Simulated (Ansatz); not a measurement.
Functionals compared on the (111) surface of fcc Au in its 1x1 cell (the real clean face reconstructs), outermost plane spacing 2.40 Å in the ideal cut, in Ansatz (plane waves, PAW). The structure was relaxed with PBE; the other rows are single points on it, each with its references at the same level. Cutoff 420 eV (500 eV for r2SCAN).

Model: 5-atom slab, 9.6 Å thick at the start (thin: gaps and levels are the slab's own), 15x15x1 mesh, Fermi-Dirac 0.1 eV, dipole correction, all atoms relaxed; symmetry of the start imposed; no spin, no spin-orbit, no U. These notes are the PBE run's.

| functional | surface energy (J/m²) | work function of the top face (eV) | rough cost of the single point |
|---|---|---|---|
| PBE | 0.69 | 5.19 | – |
| LDA | 1.23 | 5.61 | about 23 core-seconds (a rough figure) |
| PBEsol | 1.05 | 5.33 | very roughly 22 core-seconds |
| RPBE | ___ | ___ | roughly 25 core-seconds |
| r2SCAN | 0.89 | 5.21 | roughly 40 core-seconds |

Problem. What belongs in the gaps?

Solution. 
- RPBE, surface energy (J/m²): 0.46
- RPBE, work function of the top face (eV): 5.01

Ansatz is a first-principles code.
